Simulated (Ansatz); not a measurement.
```
KTaO3
1.0
    3.99488     0.00000     0.00000
    0.00000     3.99488     0.00000
    0.00000     0.00000     3.99488
K Ta O
1 1 3
Cartesian
  1.99744   1.99744   1.99744
  0.00000   0.00000   0.00000
  0.00000   1.99744   0.00000
  1.99744   0.00000   0.00000
  0.00000   0.00000   1.99744
```

Space group of this cell: Pm-3m, cubic perovskite. The cell is taken as given; by r2SCAN its mean pressure is -0.7 GPa.

The current runs along the normal of the first two printed vectors, the (001) plane. All runs by Ansatz (a first-principles code), plane waves and PAW, without spin-orbit coupling; the base is r2SCAN.

```
run                                                      mean pressure (GPa)    gap (eV)  mid-gap κ (1/Å)
-------------------------------------------------------  -------------------  ----------  ---------------
base                                                                    -0.7        2.62            0.258
all lengths scaled by 0.98                                              13.5        2.77            0.261
all lengths scaled by 1.02                                             -11.4  (withheld)            0.255
lda in place of r2scan                                                  -6.6  (withheld)       (withheld)
lengths across the current scaled by 0.98, ions clamped                  8.5  (withheld)       (withheld)
lengths across the current scaled by 1.02, ions clamped                 -8.1        2.47            0.255
lengths along the current scaled by 0.97, ions clamped                   6.4        2.63            0.257
lengths along the current scaled by 1.03, ions clamped                  -6.1        2.50            0.258
pbesol in place of r2scan                                               -1.4        2.12            0.227
```

**Question.** What belongs in the gaps?

**Answer.** 
- all lengths scaled by 1.02, gap (eV): 2.46
- lda in place of r2scan, gap (eV): 2.06
- lda in place of r2scan, mid-gap κ (1/Å): 0.223
- lengths across the current scaled by 0.98, ions clamped, gap (eV): 2.70
- lengths across the current scaled by 0.98, ions clamped, mid-gap κ (1/Å): 0.262
